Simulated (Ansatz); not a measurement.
## Hypothetical P-3m1 Ca3P2: response to strain

Base system: Ca$_{3}$P$_{2}$ (space group P-3m1, No. 164; a = 4.670 Å, c = 7.019 Å; a hypothetical phase, not in the database extracts checked). Axes: x lies along a and z along c of the hexagonal cell.

Strains are applied to the cell and any free atomic positions relax; under biaxial strain the out-of-plane vector relaxes too; under stress the whole cell relaxes.

Level of theory: r2SCAN in Ansatz (plane waves to 500 eV, PAW, no spin-orbit coupling).

| variant | smallest direct gap | gap character | band gap | hole mass |
|---|---|---|---|---|
| base | 2.56 eV | indirect, Γ → K | 1.68 eV | 0.25 mₑ along c, 2.3 mₑ across (at Γ) |
| biaxial strain +4.13 %, plane normal [001], relaxed out of plane | 1.79 eV | indirect, Γ → K | 1.02 eV | 0.19 mₑ out of plane, 0.97 mₑ in plane (at Γ) |
| isotropic strain +0.61 % | 2.49 eV | indirect, Γ → K | 1.71 eV | 0.24 mₑ along c, 2.2 mₑ across (at Γ) |
| isotropic strain +1.10 % | 2.43 eV | indirect, Γ → K | 1.73 eV | 0.24 mₑ along c, 2.2 mₑ across (at Γ) |
| uniaxial strain ε_yy = +1.85 % | 2.41 eV | indirect, Γ → C₂ | 1.67 eV | 2.1 mₑ along x, 2.0 mₑ along y, 0.24 mₑ along z (at Γ) |
| tensor shear ε_yz = −1.45 % | 2.48 eV | indirect, Γ → C | 1.68 eV | 2.4 mₑ along x, 2.2 mₑ along y, 0.25 mₑ along z (at Γ) |
| uniaxial stress, 1 GPa compression along z | 1.76 eV | indirect, Γ → K | 0.95 eV | 0.19 mₑ along z, 0.94 mₑ across (at Γ) |

Effective masses come from finite differences of ±0.01 Å⁻¹. Stability under load was not tested beyond the relaxation. Labels are those of the standard path for the cell's own space group.

Ansatz is a quantum-chemistry and plane-wave program.
